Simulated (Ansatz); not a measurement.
# Competing hops of W-vacancy pair in fcc Al, neutral cell

System: W-vacancy pair (W on one host Al site, one Al site vacant) in fcc Al (neutral cell). Method: PBE, PAW (plane waves to 420 eV; Ansatz, an electronic-structure program).

Cell of 32 host sites held at the relaxed PBE lattice; a 3×3×3 k-point mesh shifted by half a step; Fermi-Dirac width 0.10 eV, spin-restricted; finite-size errors left in. Static, classical nuclei. Spin-orbit coupling is left out. Forms of the defect that were not tried may lie lower.

Barriers: single points on a 5×5×5 k-point mesh shifted by half a step at the bands' geometries (they differ from the bands' own by up to 0.11 eV, and are uncertain by about as much).

| Route | Start site over the lowest site run (eV) | Hop (Å) | Forward barrier (eV) | Backward barrier (eV) | Neighbours at the start | Neighbours at the saddle | Saddle order | Forward, on the band's own sampling (eV) |
|---|---|---|---|---|---|---|---|---|
| a nearby Al atom hops onto the vacant site (W-vacancy distance between ideal sites 2.86 Å throughout) | 0.00 | 2.57 | 0.41 | 0.41 | Al at 2.70, Al at 2.78, Al at 2.79, 2 Al at 2.85, 3 Al at 2.91, Al at 2.96, Al at 2.98; W at 2.80 Å | Al at 2.59, Al at 2.61, Al at 2.64, 2 Al at 2.95, 2 Al at 3.24; W at 2.61 Å | first order | 0.38 |
| direct exchange of W with the vacancy (W-vacancy distance between ideal sites 2.86 Å throughout) | 0.00 | 3.13 | 2.06 | 2.06 | Al at 2.72, 4 Al at 2.76, 6 Al at 2.79 Å | 4 Al at 2.61, 2 Al at 2.95, 2 Al at 2.97 Å | first order | 2.17 |

Paths come from CI-NEB runs. Of the routes that converged and passed our checks, the lowest saddle point lies 0.41 eV above the lowest of the sites run (a nearby Al atom hops onto the vacant site (W-vacancy distance between ideal sites 2.86 Å throughout)); other sites, such as split forms, and other routes may lie lower.
